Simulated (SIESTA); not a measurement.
```xyz
4
Lattice="4.3482 2.1741 2.1741 2.1741 4.3482 2.1741 2.1741 2.1741 4.3482" Properties=species:S:1:pos:R:3 pbc="T T T"
Fe     0.0000     0.0000     0.0000
Fe     4.3482     4.3482     4.3482
O      2.1741     2.1741     2.1741
O      6.5223     6.5223     6.5223
```
Moments meant for the start (each program seeds them in its own way; μB, in the order of the atoms Fe Fe O O): 4.0 -4.0 0.0 0.0.

Method: GGA PBE, numerical atomic orbitals DZP, PseudoDojo PBE standard norm-conserving potentials (rewritten from UPF to PSML) (SIESTA).

The set-up and first iterations of a SIESTA log for FeO (Fm-3m, 4 atoms in the cell):

```
reinit: Reading from file input.fdf

reinit: System Name: FeO
reinit: System Label: siesta

NOTE on units for spin output:
{S} is the spin magnetic moment, in units of the Bohr magneton,
assuming a g-factor for the electron spin of exactly 2.
The spin magnetic moment is then numerically equal to the charge inbalance,
in units of electrons, between the spin-up and -down channels.

coor:   Atomic-coordinates input format  =     Fractional

siesta: Atomic coordinates (Bohr) and species
siesta:      0.00000   0.00000   0.00000  1        1
siesta:      8.21693   8.21693   8.21693  1        2
siesta:      4.10846   4.10846   4.10846  2        3
siesta:     12.32539  12.32539  12.32539  2        4

siesta: System type = bulk

initatomlists: Number of atoms, orbitals, and projectors:      4    64    62

siesta: ******************** Simulation parameters ****************************
redata: Spin configuration                          = collinear
   [... lines left out ...]
diag: Use parallel 2D distribution                  =   F
diag: Parallel block-size                           = 65
diag: Parallel distribution                         =     1 x     1
diag: Used triangular part                          = Lower
diag: Absolute tolerance                            =  0.100E-15
diag: Orthogonalization factor                      =  0.100E-05
diag: Memory factor                                 =  1.0000

superc: Internal auxiliary supercell:     7 x     7 x     7  =     343
superc: Number of atoms, orbitals, and projectors:   1372  21952  21266

                        Single-point calculation

superc: Internal auxiliary supercell:     7 x     7 x     7  =     343
superc: Number of atoms, orbitals, and projectors:   1372  21952  21266

outcell: Unit cell vectors (Ang):
        4.348212    2.174106    2.174106
        2.174106    4.348212    2.174106
        2.174106    2.174106    4.348212

outcell: Cell vector modules (Ang)   :    5.325450    5.325450    5.325450
outcell: Cell angles (23,13,12) (deg):     33.5573     33.5573     33.5573
outcell: Cell volume (Ang**3)        :     41.1057
new_DM -- step:     1
Initializing Density Matrix...

Attempting to read DM from file... Failed...
DM filled with atomic data (user-defined):

InitMesh: MESH = 64 x 64 x 64 = 262144
InitMesh: Mesh cutoff (required, used) =   400.000   449.057 Ry

stepf: Fermi-Dirac step function
        iscf     Eharris(eV)        E_KS(eV)     FreeEng(eV)     dDmax    Ef(eV) dHmax(eV)
   scf:    1    -7684.734202    -7705.670322    -7705.671061  0.419301 -0.574286 13.666790
     spin moment: {S} , |S| = {        0.0        0.0   -0.00000 }    -0.00000
   scf:    2    -7720.169933    -7713.678135    -7713.679607  0.179115 -1.246461  8.356554
     spin moment: {S} , |S| = {        0.0        0.0   -0.00000 }    -0.00000
   scf:    3    -7719.029308    -7718.025236    -7718.026638  0.127529 -2.458590  0.815179
     spin moment: {S} , |S| = {        0.0        0.0    0.00000 }     0.00000
   scf:    4    -7717.901946    -7717.966092    -7717.967529  0.023655 -2.344935  1.114022
     spin moment: {S} , |S| = {        0.0        0.0    0.00000 }     0.00000
   scf:    5    -7718.141439    -7718.089961    -7718.091421  0.090074 -2.794045  0.213117
     spin moment: {S} , |S| = {        0.0        0.0    0.00000 }     0.00000
   scf:    6    -7718.094632    -7718.092305    -7718.093870  0.005336 -2.780771  0.138910
     spin moment: {S} , |S| = {        0.0        0.0   -0.00000 }    -0.00000
   scf:    7    -7718.098461    -7718.095652    -7718.097803  0.016831 -2.754724  0.106085
     spin moment: {S} , |S| = {        0.0        0.0    0.00000 }     0.00000
   scf:    8    -7718.097199    -7718.096402    -7718.098651  0.003498 -2.758905  0.102388
     spin moment: {S} , |S| = {        0.0        0.0   -0.00000 }    -0.00000
   [... lines left out ...]
```

How does the run end?

The run converged in 25 iterations. Convergence of the loop says nothing yet on basis, mesh or lower states. It ends on: free energy E − TS -7718.1030 eV; Fermi level (on the code's own zero) -2.80 eV; pressure -8.54 GPa; size of the cell's spin moment 0.00 μB; site moments (μB, in the program's spheres or projections) Fe 3.64, Fe -3.64, O 0.00, O 0.00. The log goes on:

```
     spin moment: {S} , |S| = {        0.0        0.0    0.00000 }     0.00000
   scf:   18    -7718.100661    -7718.100655    -7718.102965  0.000163 -2.796333  0.001280
   [... lines left out ...]
   scf:   22    -7718.100663    -7718.100663    -7718.102966  0.000049 -2.796232  0.002166
     spin moment: {S} , |S| = {        0.0        0.0    0.00015 }     0.00015
   scf:   23    -7718.100663    -7718.100663    -7718.102966  0.000058 -2.796243  0.001821
     spin moment: {S} , |S| = {        0.0        0.0   -0.00012 }    -0.00012
   scf:   24    -7718.100664    -7718.100664    -7718.102966  0.000038 -2.796278  0.001037
     spin moment: {S} , |S| = {        0.0        0.0    0.00004 }     0.00004
   scf:   25    -7718.100664    -7718.100664    -7718.102966  0.000014 -2.796307  0.000713
     spin moment: {S} , |S| = {        0.0        0.0   -0.00001 }    -0.00001
SCF Convergence by DM+H criterion
max |DM_out - DM_in|         :     0.0000141342
max |H_out - H_in|      (eV) :     0.0007130634
SCF cycle converged after 25 iterations

Using DM_out to compute the final energy and forces

siesta: E_KS(eV) =            -7718.1007

siesta: E_KS - E_eggbox =     -7718.1007

siesta: Atomic forces (eV/Ang):
     1   -0.000000   -0.000000    0.000000
     2    0.000000    0.000000   -0.000000
     3   -0.000026   -0.000026   -0.000026
     4    0.000026    0.000026    0.000026
   Tot   -0.000000   -0.000000    0.000000
   Max    0.000026
   Res    0.000019    sqrt( Sum f_i^2 / 3N )
   Max    0.000026    constrained

Stress tensor Voigt[x,y,z,yz,xz,xy] (kbar):       85.44       85.44       85.44      -28.10      -28.10      -28.10
(Free)E + p*V (eV/cell)    -7720.2950
Target enthalpy (eV/cell)    -7718.1030

siesta: Program's energy decomposition (eV):
siesta: FreeEng =     -7718.102966

siesta: Stress tensor (static) (eV/Ang**3):
   [... lines left out ...]
siesta: Cell volume =         41.105708 Ang**3
siesta:         -85.44008280        -85.44453472  kBar
   [... lines left out ...]
   4  3.293   0.865   0.014   0.868   0.868   0.868  -0.071  -0.071  -0.071
              0.006   0.006   0.003   0.006   0.003

mulliken: Qtot =       22.000

Mulliken Atomic Populations:
Atom #   charge [q] valence [e]      Sz [e]  Species
     1     0.586299   15.413701    3.635180  Fe
     2     0.586312   15.413688   -3.635192  Fe
     3    -0.586305    6.586305   -0.000000  O
     4    -0.586305    6.586305   -0.000000  O
 Total    -0.000000               -0.000012
```

For comparison: a first run was changed to give this one (lattice scaled by 0.98), and from it to this one the free energy drops by 52.8 meV/atom and the pressure goes from -17.32 to -8.54 GPa.

The starting cell has typed, rounded lattice constants, without a prior relaxation at this level. Its lattice was rescaled by a random factor within 2.5 % of one. For this run, on top of that: lattice scaled by 0.98. The magnetic order is the one reached from the typed start; others were not searched systematically. Values carry the incompleteness of an atom-centred basis. With a pressure of about -9 GPa the cell is away from its equilibrium volume at this level.

The run was DFT, GGA PBE, numerical atomic orbitals DZP, PseudoDojo PBE standard norm-conserving potentials (rewritten from UPF to PSML). Main settings of its input:

| setting | value |
|---|---|
| XC.functional | GGA |
| XC.authors | PBE |
| potentials | PseudoDojo PBE standard |
| PAO.BasisSize | DZP |
| PAO.EnergyShift | 0.01 Ry |
| MeshCutoff | 400 Ry |
| kgrid.MonkhorstPack | 7 7 7 |
| OccupationFunction | FD |
| ElectronicTemperature | 10 meV |
| Spin | polarized |
| DM.InitSpin | [1 +4.00, 2 -4.00, 3 +0.00, 4 +0.00] |
| MaxSCFIterations | 150 |
